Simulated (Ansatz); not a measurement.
The reference is GeSe in the GeS type structure (space group Pnma, No. 62; a = 10.520 Å, b = 3.824 Å, c = 4.142 Å; layered, stacked along the Cartesian x axis). Axes: x, y, z lie along a, b, c of the conventional cell.

Structures relaxed with Ansatz (a quantum-chemistry and plane-wave program), PBEsol-D3(BJ), PAW, cutoff 420 eV, no spin-orbit coupling, earlier PAW set.

Base:

Simulated powder pattern, Cu Kα1, λ = 1.54056 Å (kinematic, ideal powder, no thermal factors, no anomalous dispersion; the 8 strongest lines at most, above 2 %, up to 2θ = 90°):

```json
[
 {"2θ (°)": "27.38", "I/Imax (%)": "12", "hkl": "(201)"},
 {"2θ (°)": "32.97", "I/Imax (%)": "100", "hkl": "(111)"},
 {"2θ (°)": "34.06", "I/Imax (%)": "45", "hkl": "(400)"},
 {"2θ (°)": "41.13", "I/Imax (%)": "36", "hkl": "(311)"},
 {"2θ (°)": "43.67", "I/Imax (%)": "12", "hkl": "(002)"},
 {"2θ (°)": "47.52", "I/Imax (%)": "20", "hkl": "(020)"},
 {"2θ (°)": "54.44", "I/Imax (%)": "25", "hkl": "(511)"},
 {"2θ (°)": "59.75", "I/Imax (%)": "17", "hkl": "(420)"}
]
```

After one change:

Simulated powder pattern, Cu Kα1, λ = 1.54056 Å (kinematic, ideal powder, no thermal factors, no anomalous dispersion; the 8 strongest lines at most, above 2 %, up to 2θ = 90°):

```json
[
 {"2θ (°)": "26.75", "I/Imax (%)": "15"},
 {"2θ (°)": "32.20", "I/Imax (%)": "100"},
 {"2θ (°)": "33.26", "I/Imax (%)": "45"},
 {"2θ (°)": "40.15", "I/Imax (%)": "31"},
 {"2θ (°)": "42.62", "I/Imax (%)": "11"},
 {"2θ (°)": "46.37", "I/Imax (%)": "20"},
 {"2θ (°)": "53.09", "I/Imax (%)": "30"},
 {"2θ (°)": "58.25", "I/Imax (%)": "18"}
]
```

### Question
Name the change that was made.
(A) uniaxial strain ε_zz = −2.02 %
(B) uniaxial stress, 1 GPa tension along x
(C) strain tensor (xx, yy, zz, yz, xz, xy) = (+0.38, −0.58, −1.26, +0.04, +0.55, −1.23) %
(D) isotropic strain +2.34 %

### Answer
D, isotropic strain +2.34 %. Its volume per atom is 22.32 Å³ against 20.83 Å³, and its space group is Pnma (No. 62).

Stability under load was not tested beyond the relaxation. The final runs are not spin-polarised. The D3 term's C6 switches between coordination references near this geometry, which can add small steps to energies.
